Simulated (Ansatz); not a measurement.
Structures of equal composition on the (111) surface of fcc Ir: a pseudomorphic layer of Ni in the host's stacking; a pseudomorphic layer of Ni in the other hollow. The slabs share one bottom face, and each structure is named by its start. These are constructed structures in small cells; real faces may alloy, dewet or reconstruct in larger ones, and not all known structures of the face are among them. Slabs of about 11 Å, Fermi-Dirac smearing of 0.1 eV. Bottom of the slabs: a bare face, its two planes held. Relaxed from the named starts with such symmetry as they have, on meshes of like density; energies extrapolated to zero smearing; spin only where a row says so; no spin-orbit coupling, no U. Brackets mark spin-polarised runs, whose order is one that fits the cell.

The numbers are results of PBE (plane waves to 420 eV, PAW; Ansatz, a program for electronic structure), not measurements.

Problem. Put the candidates in order of energy per 1x1 cell, lowest first, for PBE.

Solution. a pseudomorphic layer of Ni in the host's stacking (0.000 eV [spin, 0.6 μB a cell]), a pseudomorphic layer of Ni in the other hollow (0.055 eV [spin, 0.6 μB a cell])
